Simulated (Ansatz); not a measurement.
Results of G0W0@PBEsol in Ansatz (plane waves, hard PAW, contour deformation, complete-basis limit) for SiC (model structure, started from the CdTe type, P6₄22, No. 181, 6 atoms in the cell).

Settings: largest k mesh 12×12×4 (not extrapolated in the mesh).

Cell (relaxed with PBEsol):

```cif
data_C3Si3
_chemical_formula_sum 'Si3 C3'
_space_group_name_H-M_alt 'P 1'
_space_group_IT_number 1
_cell_length_a 3.06731
_cell_length_b 3.06731
_cell_length_c 7.02338
_cell_angle_alpha 90.000
_cell_angle_beta 90.000
_cell_angle_gamma 120.000
loop_
_space_group_symop_operation_xyz
  'x, y, z'
loop_
_atom_site_label
_atom_site_type_symbol
_atom_site_fract_x
_atom_site_fract_y
_atom_site_fract_z
_atom_site_occupancy
Si1 Si 0.00000 0.50001 0.66667 1
Si2 Si 0.49999 0.49999 0.00000 1
Si3 Si 0.50001 0.00000 0.33333 1
C1 C 0.00000 0.50001 0.16667 1
C2 C 0.49999 0.49999 0.50000 1
C3 C 0.50001 0.00000 0.83333 1
```

Q: Predict the band gap.

A: 
- band gap = 1.62 eV (indirect)

Note: the correction to the complete basis was taken at k points off the band edges; the relaxation could raise the start's symmetry but not lower it, so the cell can be a saddle point; the gap holds a correction of +0.23 eV to the complete basis, taken at k points off the band edges.

Computed values are for the static lattice.

A model structure was made by putting elements into a prototype or built by hand; it is no filed structure, need not be a known phase, and can be a saddle point held by its symmetry.

Ansatz is an electronic-structure program.
